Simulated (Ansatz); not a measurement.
The starting structures come from a database of crystals and need not be the phases stable at ambient conditions.

By PBEsol, the system below comes out a metal.

Data:

```yaml
crystal:
  lattice:
    - [3.91439, 0.00000, 0.00000]
    - [-1.95719, 3.38996, 0.00000]
    - [1.95719, 1.12999, 1.59804]
  atoms:
    - { symbol: Be, position: [0.00000, 0.00000, 0.00000] }
    - { symbol: Rh, position: [0.00000, 0.50000, 0.50000] }
```

The cell is taken as given; by PBEsol it stands under a pressure of -3.6 GPa.

The current flows along the normal of the first two printed cell vectors, the (111) plane of the conventional cell. No spin-orbit coupling; the value is a mean over 0.1 eV about the Fermi level.

Task: Compute, with PBEsol (Ansatz, a first-principles code), the ballistic conductance per area.

Result: 1.4 × 10¹⁵ S/m² for both spins.
